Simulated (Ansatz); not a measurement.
An Ansatz (an electronic-structure program) run: Ti3Al with a change (uniaxial strain ε_yy = −1.37 %); Ansatz, r2SCAN, PAW, cutoff 500 eV, without spin-orbit coupling.

Input:

Ansatz 0.2 input:
```yaml
crystal:
  lattice:
    - [5.747118701, 0, 0]
    - [-2.8735593505, 4.9089638277, 0]
    - [0, 0, 4.6315080416]
  atoms:
    - { symbol: Ti, position: [0.8298238392, 0.6596476784, 0.25] }
    - { symbol: Ti, position: [0.1701761608, 0.8298238392, 0.75] }
    - { symbol: Ti, position: [0.3403523216, 0.1701761608, 0.25] }
    - { symbol: Ti, position: [0.1701761608, 0.3403523216, 0.75] }
    - { symbol: Ti, position: [0.8298238392, 0.1701761608, 0.25] }
    - { symbol: Ti, position: [0.6596476784, 0.8298238392, 0.75] }
    - { symbol: Al, position: [0.3333333333, 0.6666666667, 0.25] }
    - { symbol: Al, position: [0.6666666667, 0.3333333333, 0.75] }
basis: { ecutwfc: 500, ecutrho_ratio: 4, xc_grid: 4, fft_grid_basis: typed }
kpoints: { mp_grid: { grid: [10, 10, 10] } }
hamiltonian:
  xc: r2scan
  dispersion: none
  pseudopotentials: { kind: paw }
scf: { occupations: { method: fermi_dirac, width: 0.05 }, convergence: { dr2_threshold: 0.0000000008 } }
relax: { f_tol: 0.005, max_steps: 50 }
output: { forces: true, stress: true }
checkpoint: { write: state.ck, write_every: 1000 }
```

Output (explanatory and most iteration lines left out):

```
Relaxation: its limit of steps is 50 (relax.max_steps)
Pseudopotential: Ti, paw, valence charge 12
Pseudopotential: Al, paw, valence charge 3
Crystal: 8 atoms, lattice volume = 130.666 Å³
Basis set: ecut = 500 eV, 3351 PW (Γ), exchange–correlation on 180×180×144 points (64 copies of the dense FFT grid, shifted against one another)
Bands: 47, of which v1, the nominal top of the filled ones, is band 39 counted from 1 (38 counted from 0)
Symmetry: 8 space group operations
Space group: Cmcm (ITA 63), of the structure as read, at distance tolerance 5.1e-5 Å
k-points: 186 of 1000
Functional: x = r2scan, c = r2scan; τ floored in thin density (d = 2e-4 eV/Å³)
SCF iter   1: F=—  HF=-16109.345042 eV  |F-HF|=—  |Δ(HF+E_count)|=         —  Δρ=1.50e-2  dr2=2.68e-1  dr2_τ=7.06e-2  ethr=1.77e-3  ⟨swp⟩=7.4  Hψ=36780  notcnv=0
SCF iter   2: F=—  HF=-16109.503146 eV  |F-HF|=—  |Δ(HF+E_count)|=   1.58e-1  Δρ=5.35e-3  dr2=2.87e-2  dr2_τ=2.90e-3  ethr=3.43e-4  ⟨swp⟩=3.0  Hψ=18913  notcnv=0
SCF 1 converged in 10 iterations: F = -16109.508816 eV  dr2 = 4.46e-10
relax step   1: F+E_penalty+E_count = -16109.50881621 eV  Δ(F+E_penalty+E_count) = +0.000e0 eV  max|allowed force component| = 8.568e-2 eV/Å  Δτ_max = 0.0000 Å  (10 SCF iters, accepted)
Crystal: 8 atoms, lattice volume = 130.666 Å³
SCF iter   1: F=—  HF=-16109.412638 eV  |F-HF|=—  |Δ(HF+E_count)|=         —  Δρ=2.49e-3  dr2=3.39e-3  dr2_τ=1.58e-1  ethr=4.22e-6  ⟨swp⟩=2.0  Hψ=27070  notcnv=0
SCF iter   2: F=—  HF=-16109.510021 eV  |F-HF|=—  |Δ(HF+E_count)|=   9.74e-2  Δρ=1.23e-3  dr2=1.27e-3  dr2_τ=6.03e-5  ethr=4.22e-6  ⟨swp⟩=2.0  Hψ=17472  notcnv=0
SCF 2 converged in 9 iterations: F = -16109.510430 eV  dr2 = 3.91e-10
relax step   2: F+E_penalty+E_count = -16109.51043017 eV  Δ(F+E_penalty+E_count) = -1.614e-3 eV  max|allowed force component| = 4.158e-2 eV/Å  Δτ_max = 0.0285 Å  (9 SCF iters, accepted)
Crystal: 8 atoms, lattice volume = 130.666 Å³
SCF iter   1: F=—  HF=-16109.497502 eV  |F-HF|=—  |Δ(HF+E_count)|=         —  Δρ=9.74e-4  dr2=8.58e-4  dr2_τ=2.27e-2  ethr=6.24e-6  ⟨swp⟩=2.3  Hψ=20048  notcnv=0
SCF iter   2: F=—  HF=-16109.511411 eV  |F-HF|=—  |Δ(HF+E_count)|=   1.39e-2  Δρ=5.87e-4  dr2=4.37e-4  dr2_τ=2.81e-5  ethr=1.10e-6  ⟨swp⟩=2.0  Hψ=17602  notcnv=0
SCF 3 converged in 9 iterations: F = -16109.511413 eV  dr2 = 2.89e-10
relax step   3: F+E_penalty+E_count = -16109.51141321 eV  Δ(F+E_penalty+E_count) = -9.830e-4 eV  max|allowed force component| = 1.258e-3 eV/Å  Δτ_max = 0.0100 Å  (9 SCF iters, accepted)
Crystal: 8 atoms, lattice volume = 130.666 Å³
SCF iter   1: F=—  HF=-16109.511413 eV  |F-HF|=—  |Δ(HF+E_count)|=         —  Δρ=3.90e-7  dr2=2.89e-10  dr2_τ=8.25e-12  ethr=1.00e-12  ⟨swp⟩=2.6  Hψ=40813  notcnv=0
SCF iter   2: F=-16109.511413 eV  HF=-16109.511413 eV  |F-HF|=1.33e-10  |Δ(HF+E_count)|=  5.46e-12  Δρ=3.39e-7  dr2=1.87e-10  dr2_τ=1.58e-11  ethr=1.00e-12  ⟨swp⟩=3.2  Hψ=23982  notcnv=0
SCF 4 converged in 2 iterations: F = -16109.511413 eV  dr2 = 1.87e-10
SCF converged after 2 iterations
Free energy (F): -16109.511413 eV
Internal energy: -16109.473750 eV  (E = F + TS)
E sigma→0 (E₀):  -16109.492582 eV
Entropy (-TS):   -0.037663 eV (-4.708 meV/atom)
Fermi energy:    12.446713 eV
--- Forces (eV/Å), atoms counted from 1 ---
  atom   1  Ti     0.00000000     0.00070840     0.00000000
  atom   2  Ti     0.00126378     0.00045289     0.00000000
  atom   3  Ti     0.00126378    -0.00045289     0.00000000
  atom   4  Ti     0.00000000    -0.00070840     0.00000000
  atom   5  Ti    -0.00126378    -0.00045289     0.00000000
  atom   6  Ti    -0.00126378     0.00045289     0.00000000
  atom   7  Al     0.00000000     0.00122640     0.00000000
  atom   8  Al     0.00000000    -0.00122640     0.00000000
--- Stress (GPa, compression-positive) ---
        1.304867       0.000000       0.000000
        0.000000       2.842056       0.000000
        0.000000       0.000000       0.904641
  P = ⅓ Tr σ = 1.6839 GPa (16.839 kbar)
--- Relaxed structure (3 steps of the walk, 3 accepted, 0 SCFs on fresh bases) ---
  atoms:
    - { symbol: Ti, position: [0.83170486015147, 0.66340972030294, 0.25] }
    - { symbol: Ti, position: [0.17050632556437337, 0.8282438589814223, 0.75] }
    - { symbol: Ti, position: [0.34226246658295134, 0.17175614101857797, 0.25] }
    - { symbol: Ti, position: [0.16829513984853003, 0.33659027969706007, 0.75] }
    - { symbol: Ti, position: [0.8294936744356268, 0.17175614101857797, 0.25] }
    - { symbol: Ti, position: [0.6577375334170489, 0.8282438589814223, 0.75] }
    - { symbol: Al, position: [0.33324643859451986, 0.6664928771890397, 0.25] }
    - { symbol: Al, position: [0.6667535614054805, 0.3335071228109604, 0.75] }
```

Whether these cells are dynamically stable was not tested. The final runs are not spin-polarised. The cell was made from Ti₃Al (space group P6_3/mmc, No. 194) by this change: uniaxial strain ε_yy = −1.37 %.
